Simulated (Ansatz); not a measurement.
Ansatz (a program for electronic structure) is run on La (P6_3/mmc, 4 atoms in the cell), and the run fails. The aim is a self-consistent single point with DFT, LDA (PW92), plane waves, PAW files made with PBE.

Cell that was meant: a = 3.8267 Å, b = 3.8267 Å, c = 12.1376 Å, α = 90.00°, β = 90.00°, γ = 120.00°.

Part of the input:

```yaml
crystal:
  cell:
    - [3.826680, 0.000000, 0.000000]
    - [-1.913340, 3.314003, 0.000000]
    - [0.000000, 0.000000, 12.137590]
```

Output (repeated stretches shortened):

```
Error: YAML parse error: error: line 2 column 3: unknown field `cell`, expected one of checkpoint, saddle_side, structure_sha256, lattice, periodic, space_group, setting, atoms, reduce_to_primitive, conventional_axes, supercell, defects, symmetry, host
 --> <input>:2:3
  |
1 | crystal:
2 |   cell:
  |   ^ unknown field `cell`, expected one of checkpoint, saddle_side, structure_sha256, lattice, periodic, space_group, setting, atoms, reduce_to_primitive, [...]
3 |     - [3.826680, 0.000000, 0.000000]
4 |     - [-1.913340, 3.314003, 0.000000]
  |
```

Q: Read the log: what does the program object to, and what is the fix?

A: The program does not know the word cell. To fix it, write lattice. The program stopped before any SCF iteration.

An input that runs soundly differs in these lines (not the only fix; some lines may just follow from the change or write a value another way):
```diff
-  cell:
+  lattice:
```

With that input, the run converged in 7 iterations: free energy E − TS (on the zero of these files) -24304.9126 eV; Fermi level (on the code's own zero) 10.30 eV; pressure -4.17 GPa (DFT, LDA (PW92), plane waves, PAW files made with PBE).

On the sound input: the starting cell comes from a database of computed structures (which also holds hypothetical and non-ambient phases and stackings), without a prior relaxation at this level. Its lattice was rescaled by a random factor within 2.5 % of one. With a pressure of about -4 GPa the cell is away from its equilibrium volume at this level. Ansatz's pressure includes its estimate of the finite-basis (Pulay) stress.
